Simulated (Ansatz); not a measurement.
The starting structures come from a database of crystals and need not be the phases stable at ambient conditions.

Tunnelling through a barrier is set by its complex band structure: the current falls as exp(−2κd) with the smallest κ.

```
HfLi2O3
1.0
    4.19275     0.00000     0.00000
    2.09638     4.82064     0.00000
    0.00000     0.06918     3.20720
Li Hf O
2 1 3
Direct
  0.65669   0.68662   0.50719
  0.34331   0.31338   0.49281
  0.00000   0.00000   0.00000
  0.85976   0.28048   0.49067
  0.14024   0.71952   0.50933
  0.50000   0.00000   0.00000
```

Space group of this cell: C2/m. The cell is taken as given; by r2SCAN its mean pressure is -2.9 GPa.

Transport runs along the normal of the first two printed cell vectors.

The gap is the functional's own, uncorrected, and κ follows it; spin-orbit coupling is left out. Mid-gap values are interpolated between the computed energies.

Problem. State the band gap and the smallest decay constant κ at mid-gap according to r2SCAN (Ansatz, an electronic-structure program).

Solution. Gap 4.62 eV on a 8×8×10 mesh; κ = 0.329 1/Å, at the zone centre.
